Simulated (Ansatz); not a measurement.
Take CdSe in the wurtzite structure (space group P6_3mc, No. 186; a = 4.302 Å, c = 7.021 Å) as the base. Axes: x lies along a and z along c of the hexagonal cell.

Method: PBEsol (Ansatz, an electronic-structure program; PAW; 420 eV plane waves; no spin-orbit coupling).

The change: the cell is compressed by 2.40 % along z with no lateral relaxation, atoms relaxed at fixed cell.

Predict the stress tensor and what it implies for the stiffness.

Stress of the strained cell less that of the base (GPa, compression positive):
```
   0.99    0.00    0.00
   0.00    0.99    0.00
   0.00    0.00    2.01
```

Then −Δσ_ii/ε with ε = -0.0240 gives secant stiffness values (nonlinear terms included at this strain): C33 ≈ 84 GPa, C13 ≈ 41 GPa and C23 ≈ 41 GPa.

As a check, the harmonic strain energy −½ V₀ Δσ:ε is 4.2 meV/atom; the computed energy rise is 4.2 meV/atom.

Stability against distortions was not tested.
